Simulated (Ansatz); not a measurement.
For Pd3GaN (model structure, started from the Ni3MgC type, Pm-3m, No. 221, 5 atoms in the cell), PBE (Ansatz, an electronic-structure program, PAW) gives:

- lattice constant a = 4.148 Å
- bulk modulus = 157 GPa
- cohesive energy = 3.68 eV/atom

### Question
What does r²SCAN (PAW; Ansatz) give for the same quantities?

### Answer

- lattice constant a: 4.116 Å (drops by 0.8 %)
- bulk modulus: 173 GPa (increases by 10 %)
- cohesive energy: 3.88 eV/atom (increases by 0.20 eV/atom)

Changes are worked out from the printed values.

Unless a cell is named, each level is at its own relaxed cell (PBE 14.27, r²SCAN 13.94 Å³/atom).

Caveats: the bulk modulus is −V dP/dV from two relaxed cells at ±2 % in volume (PBE, r²SCAN). Ansatz's density-functional and Hartree–Fock values are scalar-relativistic unless marked +SOC, with PAW data made under PBE.

A model structure was made by putting elements into a prototype or built by hand; it is no filed structure, need not be a known phase, and can be a saddle point held by its symmetry.
